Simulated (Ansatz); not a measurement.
**ZnSe: response to strain**

Base system: ZnSe in the zinc blende structure (space group F-43m, No. 216; a = 5.6333 Å). Axes: x, y, z lie along the cube axes.

Strains are applied to the cell and any free atomic positions relax; under biaxial strain the out-of-plane vector relaxes too.

All numbers come from DFT with PBEsol, PAW potentials and a 420 eV plane-wave cutoff in Ansatz (an electronic-structure program), no spin-orbit coupling.

| biaxial strain, plane normal [001], relaxed out of plane (%) | band gap (eV) |
|---|---|
| 0 | 1.24 |
| 0.5 | ? |
| 1 | 1.15 |
| 1.5 | 1.11 |
| 2 | 1.07 |
| 2.5 | 1.03 |
| 3 | 1.00 |

Fit E_g = E₀ + Dε (ε in %) to the rows shown and predict the withheld row.

Least squares on the printed values gives E₀ = 1.23 eV, D = -80.6 meV per % of strain (largest residual 0.01 eV); this predicts 1.19 eV, and the run gives 1.20 eV, in agreement.

Whether these cells are dynamically stable was not tested.
